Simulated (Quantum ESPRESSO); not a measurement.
## Quick settings and what they miss: LuP (Fm-3m, 2 atoms in the cell)

Self-consistent single point.

```
LuP
1.0
    0.00000     2.76186     2.76186
    2.76186     0.00000     2.76186
    2.76186     2.76186     0.00000
Lu P
1 1
Direct
  0.00000   0.00000   0.00000
  0.50000   0.50000   0.50000
```

Computed with PBEsol, PseudoDojo standard norm-conserving (PBESOL) pseudopotentials (plane waves; Quantum ESPRESSO 7.5).

Base settings: ecutwfc = 100 Ry; occupations = smearing; smearing = fd; degauss = 0.0073499 Ry; potentials = {Lu: Lu.upf, P: P.upf}; K_POINTS = automatic 7 7 7 0 0 0; conv_thr = 1e-10 Ry; mixing_beta = 0.7.

Tight run (finer mesh or higher cutoff; not a proven limit): ecutwfc: 100 Ry → 140 Ry; conv_thr: 1e-10 Ry → 7.3e-11 Ry; K_POINTS: automatic 7 7 7 0 0 0 → automatic 10 10 10 0 0 0. It gave Fermi level (on the code's own zero) 13.07 eV; pressure -3.89 GPa.

Quick runs, as changes from the base:
- A: the base itself
- B: ecutwfc: 100 Ry → 70 Ry; K_POINTS: automatic 7 7 7 0 0 0 → automatic 8 8 8 0 0 0; input_dft: default → pz; potentials: PseudoDojo standard norm-conserving (PBE) [LDA (PZ)]
- C: ecutwfc: 100 Ry → 60 Ry; smearing: fd → gauss; degauss: 0.0073499 Ry → 0.019992 Ry; conv_thr: 1e-10 Ry → 7.3e-06 Ry; K_POINTS: automatic 7 7 7 0 0 0 → automatic 6 6 6 1 1 1
- D: ecutwfc: 100 Ry → 50 Ry; K_POINTS: automatic 7 7 7 0 0 0 → automatic 8 8 8 1 1 1; input_dft: default → pz; potentials: PseudoDojo standard norm-conserving (PBE) [LDA (PZ)]
- E: conv_thr: 1e-10 Ry → 7.3e-06 Ry; K_POINTS: automatic 7 7 7 0 0 0 → automatic 4 4 4 0 0 0
- F: ecutwfc: 100 Ry → 50 Ry; smearing: fd → mp; degauss: 0.0073499 Ry → 0.036749 Ry; K_POINTS: automatic 7 7 7 0 0 0 → automatic 4 4 4 0 0 0

Energies are extrapolated to zero smearing width, which holds to low order in the width alone (under cold and Methfessel-Paxton smearing the free energy itself is taken).

Dashes: energy of B, D, another energy zero; pressure of C, E, not trusted under this conv_thr with d or f elements; time of C, E, F, under 30 s.

† marks runs with another functional, U, potentials or spin treatment: their distance from the tight run is not a convergence error alone.

The count of work is k-points × plane waves × bands × iterations; it is no time. Core times come from one kind of shared machine and are given to one figure; runs under 30 s give none.

The starting cell comes from a database of computed structures (which also holds hypothetical and non-ambient phases and stackings), without a prior relaxation at this level. In the base run, with a pressure of about -4 GPa the cell is away from its equilibrium volume at this level. The run gives no clean gap (levels at the Fermi energy touch, overlap or are partly filled at this smearing), which alone does not show that the compound is a metal.

```
run  energy less tight (meV/atom)  pressure less tight (GPa)  count of work / tight  core time / tight (rough)
---  ----------------------------  -------------------------  ---------------------  -------------------------
A                             1.4                       0.07                   0.23                        0.3
B†                              –                    -157.74                   0.24                        0.2
C                         12406.0                          –                   0.11                          –
D†                              –                   -1351.51                   0.32                        0.3
E                            23.4                          –                  0.056                          –
F                         47028.3                   -1360.82                  0.043                          –
```

Among the runs at the tight run's level, the energy misses run from 1.4 to 47028.3 meV/atom.
